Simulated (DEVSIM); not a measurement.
Structure: Si p-i-n diode, at 300 K.

```tsv
layer (left to right)	material	thickness (μm)	Nd (cm⁻³)	Na (cm⁻³)	τn (s)	τp (s)
1	Si	0.790	-	1e19	0.00013	0.00013
2	Si	0.360	2.4e12	-	0.00013	0.00013
3	Si	0.640	1.5e17	-	0.00013	0.00013
```

Left contact: ohmic. Right contact: ohmic. Voltage is applied to the left contact. Recombination: SRH at mid-gap. Gap narrowing is on: ΔEg = 6.92 meV × (l + √(l² + 0.5)), l = ln(N/1.3e17 cm⁻³), shared equally by both band edges. Mobility is constant in doping. Where it depends on doping, it is μmin + (μ − μmin)/(1 + (N/Nref)^α).

Constants are typed, rounded textbook-type inputs, not results; the design itself was drawn at random and stands for no fabricated device. Values at 300 K. The table also holds parameters that only a changed run uses.

```csv
parameter,Si
gap (eV),1.124
affinity (eV),4.05
permittivity,11.7
Nc (cm⁻³),2.86e19
Nv (cm⁻³),3.1e19
μn (cm²/Vs),1417
μp (cm²/Vs),470
"μn,min",52
"μp,min",45
"Nref,n",9.7e16
"Nref,p",2.2e17
αn,0.68
αp,0.72
Cn (cm⁶/s),2.8e-31
Cp (cm⁶/s),9.9e-32
```

Model (solved in DEVSIM): 1D drift-diffusion, Boltzmann statistics, complete ionisation; no tunnelling, impact ionisation, image-force lowering or self-heating.

Base results: potential step across the device at zero bias (V) 0.926; dark forward voltage at 1 A/cm² (V) 0.620; dark forward voltage at 100 A/cm² (V) 0.741.

Q: What follows from this one change: thickness of layer 3 0.64 → 1.1 μm?

A: potential step across the device at zero bias little changed (0.926 V); dark forward voltage at 1 A/cm² 0.620 → 0.630 V; dark forward voltage at 100 A/cm² 0.741 → 0.750 V.

Q: What follows from this one change: doping Na of layer 1 1e+19 → 1e+18 cm^-3?

A: potential step across the device at zero bias 0.926 → 0.882 V; dark forward voltage at 1 A/cm² 0.620 → 0.610 V; dark forward voltage at 100 A/cm² 0.741 → 0.731 V.
